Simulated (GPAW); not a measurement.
Worked example: self-consistent single point of NaHg3 (Pm-3m, 4 atoms in the cell) in GPAW.

Computed with LDA (Perdew-Wang 92), GPAW PAW datasets LDA (gpaw-data 1.0.1) (plane waves; GPAW).

The change in words: lattice scaled by 0.98. Reference geometry:
```yaml
crystal:
  lattice:
    - [4.64063, 0.00000, 0.00000]
    - [0.00000, 4.64063, 0.00000]
    - [0.00000, 0.00000, 4.64063]
  atoms:
    - { symbol: Na, position: [0.00000, 0.00000, 0.00000] }
    - { symbol: Hg, position: [0.00000, 0.50000, 0.50000] }
    - { symbol: Hg, position: [0.50000, 0.00000, 0.50000] }
    - { symbol: Hg, position: [0.50000, 0.50000, 0.00000] }
```

Reference input (self-consistent single point, DFT LDA (Perdew-Wang 92), plane waves, GPAW PAW datasets LDA (gpaw-data 1.0.1)): mode = pw; ecut = 850 eV; xc = LDA; kpts = 10 10 10; mesh shift (steps) = 0 0 0; occupations.name = methfessel-paxton; occupations.width = 0.2 eV; occupations.order = 0; nbands = -12; convergence.forces = 0.001 eV/Å; symmetry.symmorphic = false; symmetry.tolerance = 0.0005. This run's input differs from it in these lines:

```diff
@@ -5,5 +5,5 @@
 atoms = Atoms(['Na', 'Hg', 'Hg', 'Hg'],
-              cell=[[4.640630, 0.000000, 0.000000],
-                    [0.000000, 4.640630, 0.000000],
-                    [0.000000, 0.000000, 4.640630]],
+              cell=[[4.547817, 0.000000, 0.000000],
+                    [0.000000, 4.547817, 0.000000],
+                    [0.000000, 0.000000, 4.547817]],
               scaled_positions=[[0.000000, 0.000000, 0.000000],
```

Output (repeated stretches shortened):

```
     iter     time        total  log10-change:
                         energy   eigst   dens  force
iter:   1 --:--:--    -7.608755
iter:   2 --:--:--    -7.585260   -1.01  -1.60
iter:   3 --:--:--    -7.565884   -1.65  -1.63
iter:   4 --:--:--    -7.541335   -2.88  -2.08
iter:   5 --:--:--    -7.455696   -2.25  -2.11
iter:   6 --:--:--    -7.453223   -3.89  -2.70
iter:   7 --:--:--    -7.453077c  -4.77  -2.93
iter:   8 --:--:--    -7.454041c  -4.18  -2.90
iter:   9 --:--:--    -7.454107c  -4.91  -3.34
iter:  10 --:--:--    -7.454263c  -5.05  -3.40
iter:  11 --:--:--    -7.454347c  -5.78  -3.56
iter:  12 --:--:--    -7.454069c  -4.87  -3.51
iter:  13 --:--:--    -7.454145c  -5.58  -3.50
iter:  14 --:--:--    -7.454148c  -7.06  -4.25c
iter:  15 --:--:--    -7.454148c  -7.45c -4.65c
iter:  16 --:--:--    -7.454148c  -8.60c -4.68c -27.49c
Converged after 16 iterations.

Dipole moment: (0.000000, -0.000000, -0.000000) |e|*Ang

Energy contributions relative to reference atoms: (reference = -1602993.591782)

Kinetic:        +47.310897
Potential:      -34.907100
External:        +0.000000
XC:             -13.334179
Entropy (-ST):   -0.025828
Local:           -6.510852
SIC:             +0.000000
--------------------------
Free energy:     -7.467062
Extrapolated:    -7.454148

Showing only first 2 kpts
 Kpt  Band  Eigenvalues  Occupancy
  0    28      5.47430    1.17754
  0    29      5.47430    1.17754
  0    30      5.68520    0.20518
  0    31      5.68520    0.20518

  1    28      4.17007    2.00000
  1    29      5.49373    1.06932
  1    30      5.81588    0.02845
  1    31      5.81588    0.02845

Fermi level: 5.50603

No gap
No difference between direct/indirect transitions
Energy (eV): -7.454148

Forces in eV/Ang:
  0 Na    0.00000    0.00000    0.00000
  1 Hg    0.00000    0.00000    0.00000
  2 Hg    0.00000    0.00000    0.00000
  3 Hg    0.00000    0.00000    0.00000

Stress tensor:
     0.015925    -0.000000     0.000000
    -0.000000     0.015925     0.000000
     0.000000     0.000000     0.015925
Stress (GPa, Voigt): [ 2.5515  2.5515  2.5515  0.      0.     -0.    ]
```

The run converged in 16 iterations. GPAW prints stress with tension positive. Against the reference run the free energy drops by 28.8 meV/atom and the pressure goes from -3.65 to -2.55 GPa.

The starting cell comes from a database of computed structures (which also holds hypothetical and non-ambient phases and stackings), without a prior relaxation at this level. For this run, on top of that: lattice scaled by 0.98.

Cost on one core of a shared machine: roughly 2 min.
